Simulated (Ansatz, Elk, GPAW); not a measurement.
ZrGa₂ (Cmmm, 6 atoms in the cell) computed with different codes at matched settings

Self-consistent single point, at a second geometry (lattice scaled by 0.98). First geometry:

```yaml
crystal:
  lattice:
    - [1.97249, -6.39337, 0.00000]
    - [1.97249, 6.39337, 0.00000]
    - [0.00000, 0.00000, 4.08608]
  atoms:
    - { symbol: Zr, position: [0.35038, 0.64962, 0.50000] }
    - { symbol: Zr, position: [0.64962, 0.35038, 0.50000] }
    - { symbol: Ga, position: [0.00000, 0.00000, 0.50000] }
    - { symbol: Ga, position: [0.50000, 0.50000, 0.00000] }
    - { symbol: Ga, position: [0.17819, 0.82181, 0.00000] }
    - { symbol: Ga, position: [0.82181, 0.17819, 0.00000] }
```

Shared settings, as Ansatz (an electronic-structure program) writes them: kpoints.mp_grid.grid = 5 5 5; scf.occupations.method = fermi_dirac; scf.occupations.width = 0.0073 Ry. Potentials and cutoffs stand in the table.

```tsv
code	model	ΔF from the first geometry (meV/atom)	pressure (GPa)	largest force (eV/Å)	cutoff
Elk	PBEsol, all-electron FP-LAPW, Elk's shipped species files, APW+lo basis with extra local orbitals	34.0	–	–	rgkmax 8
GPAW	PBEsol, GPAW PAW datasets PBEsol (made by gpaw-setup)	32.4	9.48	0.288	600 eV
Ansatz	PBEsol, PAW files made with PBE	31.0	9.21	0.291	default
```

Size of the force on each atom (eV/Å): Sizes of forces hide their directions.

```tsv
code	Zr1	Zr2	Ga3	Ga4	Ga5	Ga6
GPAW	0.288	0.288	0.000	0.000	0.155	0.155
Ansatz	0.291	0.291	0.000	0.000	0.098	0.098
```

A dash marks a value that a program does not give, or that is left out as unsure.

The spread over the programs that give each value: ΔF from the first geometry within 3.0 meV/atom; pressure within 0.27 GPa; largest force within 0.003 eV/Å.

Elk treats all electrons, but the usual bases taken here (sphere radii, linearisation, local orbitals, empty states) were not tested for convergence, so the values are no reference for the others. Ansatz's pressure is given at a fixed set of plane waves, as the other plane-wave codes print theirs; with its correction for the finite basis it is 9.25 GPa.

The starting cell comes from a database of computed structures (which also holds hypothetical and non-ambient phases and stackings), without a prior relaxation at this level. Its lattice was rescaled by a random factor within 2.5 % of one. For this run, on top of that: lattice scaled by 0.98.

Keys are those of Ansatz 0.2.
